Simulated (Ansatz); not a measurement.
Formation energies of neutral defects against the elements (graphite for carbon, diatomic gases, S8), in corundum (eV), each at one geometry relaxed with PBE and evaluated in Ansatz (an electronic-structure program) with PBE, r2SCAN. Cell and caveats: 120-site cell; 2×2×2 Γ-centred k-points; charged states image-corrected; no spin–orbit coupling; no Hubbard U; not converged in cell size; flagged in the runs: for some of the defects a doubtful potential alignment, a host whose relaxation on this sampling wasn't shown to rest, a strain field that reaches the edge of the cell.

| defect | PBE | r2SCAN |
|---|---|---|
| O vacancy | 6.72 | 7.50 |
| Ge on the Al site | 6.16 | 6.67 |
| Ti on the Al site | 1.42 | 1.08 |
| N on the O site | 5.51 | 5.52 |
| Hf on the Al site | 3.31 | 2.99 |
| F on the O site | 3.80 | 4.28 |
| S on the O site | 6.38 | 6.35 |
| H on the O site | 7.89 | 8.42 |
| Ni on the Al site | 6.14 | 6.04 |

PBE less r2SCAN: over the 9 rows with both numbers (drawn at random from the settled rows of this host; unsettled states are left out), mean -0.17 eV, median -0.01 eV, mean size 0.34 eV, from -0.78 to 0.33 eV.
